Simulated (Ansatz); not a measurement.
The reference is NiSi₂ (space group Fm-3m, No. 225; non-magnetic).

```yaml
crystal:
  lattice:
    - [0.00000, 2.69352, 2.69352]
    - [2.69352, 0.00000, 2.69352]
    - [2.69352, 2.69352, 0.00000]
  atoms:
    - { symbol: Ni, position: [0.00000, 0.00000, 0.00000] }
    - { symbol: Si, position: [0.25000, 0.25000, 0.25000] }
    - { symbol: Si, position: [0.75000, 0.75000, 0.75000] }
```

Computed with r2SCAN/PAW in Ansatz (a first-principles code), no spin-orbit coupling.

Base values:

| Quantity | Result |
|---|---|
| Pressure | 0.0 GPa |
| Band gap | zero |

It is then changed as follows: the cell is scaled by 0.9538 in all directions; the atoms relax in the strained cell.

Question: What does the calculation give for the pressure, energy relative to the base and band gap after the change?

Answer: The pressure goes from zero to 32.4 GPa; the energy rises by 151 meV/atom; the band gap stays zero.

No phonon test of stability was made. Starting moments died away, wholly or in part, for the base; another magnetic solution may exist. All final runs are without spin polarisation.
